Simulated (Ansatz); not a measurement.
The starting structures come from a database of crystals and need not be the phases stable at ambient conditions.

 Where the default PAW files enter, the runs use the earlier of Ansatz's two default sets.

By LDA, the system below comes out a metal.

Given:

```
CELL_PARAMETERS angstrom
      2.87389     0.00000     0.00000
      0.00000     5.30173     0.00000
      1.43694    -2.65087     2.49590
ATOMIC_POSITIONS crystal
  Ge 0.06406 0.25000 0.00000
  Ge 0.93594 0.75000 0.00000
```

Space group of this cell: Imma. The cell is taken as given; by LDA its mean pressure is -4.2 GPa.

The current flows along the normal of the first two printed cell vectors. No spin-orbit coupling; the value is a mean over 0.1 eV about the Fermi level.

Compute, with LDA run with Ansatz (an electronic-structure program), the ballistic conductance per area.

1.1 × 10¹⁵ S/m² for both spins.
